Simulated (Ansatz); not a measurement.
Take YSi in the rock salt structure (space group Fm-3m, No. 225; a = 5.743 Å; a hypothetical phase, not in the database extracts checked) as the base.

One thing is altered: every Si is replaced by Pb; the structure is relaxed again.

Levels (all Ansatz, a program for electronic structure, PAW, earlier PAW set): PBEsol (420 eV, no SOC); PBEsol+SOC (420 eV, with spin-orbit coupling).

The geometry is relaxed with PBEsol.

| Item | Value |
|---|---|
| PBEsol pressure | 0.0 GPa |

Problem. What does PBEsol+SOC give at this geometry for the pressure?

Solution. The pressure goes from zero to -0.4 GPa.

Single points use the geometry relaxed with PBEsol. Differences between runs with and without spin-orbit coupling are approximate. Whether these cells are dynamically stable was not tested. As relaxed here, YPb is a hypothetical phase, not in the database extracts checked. The runs without spin-orbit coupling are not spin-polarised. An odd electron count without spin: YPb and YSi. YPb and YSi have a high density of states at the Fermi level and may be magnetic at this level.
